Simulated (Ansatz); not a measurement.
Partial pair distribution functions of a relaxed model of amorphous In$_{9}$Ga$_{9}$Zn$_{9}$O$_{38}$Sn, broadened by 0.06 Å; density 5.91 g/cm³. Computed with PBE, scalar-relativistic without spin-orbit coupling (plane waves to 420 eV, PAW; Ansatz, an electronic-structure program).

Preparation: random packing, a CHGNet melt and quench, and a DFT relaxation. O atoms were pushed apart under 1.9 Å during the dynamics, to hinder bonds among them. The hot cell started wider than the set density and was brought back towards it in steps. It is the lowest in DFT energy of 2 quenches. It is a model cell: composition and starting density were chosen by hand, and all elements were melted together. No dispersion term was used. Its density started from a set value of 5.91 and ended at 5.91 g/cm³. The quench (nominally 260 K/ps over its main leg) was far faster than any real one, so the model tends to hold more defects than a real film. A cell of this size samples the disorder only roughly. The volume was held where the preparation left it and the shape relaxed, at a PBE pressure of 3.1 GPa. Stress components on the final sampling reach 3.2 GPa.

```csv
r (Å),g In-O,g Zn-O,g In-In,g Ga-Ga
1.70,0.00,0.01,0.00,0.00
1.80,0.00,0.62,0.00,0.00
1.90,0.05,4.65,0.00,0.00
2.00,1.43,6.97,0.00,0.00
2.10,6.24,4.02,0.00,0.00
2.20,7.65,1.70,0.00,0.00
2.30,2.92,0.29,0.00,0.00
2.40,1.02,0.26,0.00,0.00
2.50,0.26,0.36,0.00,0.00
2.60,0.16,0.25,0.00,0.00
2.70,0.31,0.09,0.00,0.09
2.80,0.18,0.29,0.00,1.09
2.90,0.24,0.17,0.03,1.27
3.00,0.11,0.38,1.01,3.73
3.10,0.14,0.29,2.31,3.41
3.20,0.33,0.64,2.13,2.32
3.30,0.39,0.87,3.62,1.83
3.40,0.38,0.93,1.90,4.37
3.50,0.72,0.81,1.56,2.39
3.60,0.75,0.67,2.98,1.33
3.70,0.94,0.74,1.70,1.31
3.80,1.18,1.43,0.51,0.11
3.90,1.03,1.57,1.64,0.00
4.00,1.13,1.07,1.36,0.22
4.10,1.14,0.98,1.57,1.73
4.20,1.32,0.95,1.03,1.46
4.30,1.05,1.08,0.09,0.92
4.40,0.83,1.49,0.07,0.54
4.50,1.13,1.67,0.50,0.54
```

Within 2.54 Å each In has 5.33 O neighbours on average.
